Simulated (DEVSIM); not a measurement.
System: illuminated Si n-on-p cell, one wavelength, at 350 K.

Layer 1 from the left is Si, thickness (μm) 0.430, Nd (cm⁻³) 4.1e18, τn (s) 1.8e-7, τp (s) 3.1e-7, absorption coefficient (cm⁻¹) 4200. Layer 2 from the left is Si, thickness (μm) 130, Na (cm⁻³) 3.7e16, τn (s) 3.5e-6, τp (s) 3.5e-6, absorption coefficient (cm⁻¹) 4200.

Left contact: ohmic, minority hole recombination velocity 800 cm/s. Right contact: ohmic, minority electron recombination velocity 50000 cm/s. Voltage is applied to the left contact. Recombination: SRH at mid-gap, radiative, Auger. Light enters at the left, 6e17 photons cm⁻² s⁻¹, one pass, no reflection. Mobility is μmin + (μ − μmin)/(1 + (N/Nref)^α).

Constants are typed, rounded textbook-type inputs, not results; the design itself was drawn at random and stands for no fabricated device. Values at 300 K; Nc and Nv go as T^1.5, mobilities as T to minus their exponent, the gap by Varshni's rule with the affinity fixed.

Si: gap (eV) 1.124, affinity (eV) 4.05, permittivity 11.7, Nc (cm⁻³) 2.86e19, Nv (cm⁻³) 3.1e19, μn (cm²/Vs) 1417, μp (cm²/Vs) 470, μn,min 52, μp,min 45, Nref,n 9.7e16, Nref,p 2.2e17, αn 0.68, αp 0.72, T exponent of μn 2.3, T exponent of μp 2.2, B (cm³/s) 4.7e-15, Cn (cm⁶/s) 2.8e-31, Cp (cm⁶/s) 9.9e-32, Varshni α (eV/K) 0.000473, Varshni β (K) 636.

Simulated with DEVSIM: 1D drift-diffusion, Boltzmann statistics, complete ionisation; no tunnelling, impact ionisation, image-force lowering or self-heating.

Dark forward current:

```tsv
|V| (V)	|J| (A/cm²)
0.05	2.802e-8
0.10	1.113e-7
0.15	4.133e-7
0.20	1.684e-6
0.25	7.591e-6
0.30	3.674e-5
0.35	0.0001852
0.40	0.0009526
0.45	0.004948
0.50	0.02576
0.55	0.1328
0.60	0.6473
0.65	2.659
0.70	8.452
0.75	21.93
0.80	49.90
0.85	103.0
0.90	193.8
0.95	330.0
1.00	509.6
1.05	726.0
1.10	973.3
1.15	1247
1.20	1545
1.25	1863
1.30	2201
```

### Question
Work out the local ideality factor n = ΔV / (kT/q · ln(J2/J1)) between the rows 0.15 and 0.20 V, 0.45 and 0.50 V, 1.25 and 1.30 V.

### Answer
kT/q = 30.16 mV. From 0.15 to 0.20 V: ln(1.684e-6/4.133e-7) = 1.405, n = 1.18. From 0.45 to 0.50 V: ln(0.02576/0.004948) = 1.650, n = 1.00, near the 1 of diffusion or emission over a barrier. From 1.25 to 1.30 V: ln(2201/1863) = 0.167, n = 9.94.

### Question
What current could the absorbed light give at most, and what share is collected?

### Answer
Σ αd = 54.8, so qΦ(1 − exp(−Σ αd)) = 96.1 mA/cm². The simulated short-circuit current is 93.75 mA/cm², a share of 0.98.

### Question
Estimate the open-circuit voltage by superposition: the voltage at which the dark current equals that short-circuit current.

### Answer
Interpolating ln J in the table gives 0.539 V. The simulation gives 0.539 V, the same within the digits that matter. Superposition holds where collection doesn't change with voltage.

### Question
Estimate the fill factor from FF0 = (v − ln(v + 0.72))/(v + 1), v = qVoc/(nkT), with n from the dark curve.

### Answer
The rows about Voc, 0.50 and 0.55 V, give n = 1.01, so v = 17.7 and FF0 = 0.791. The simulation gives 0.791, the same within the digits that matter.
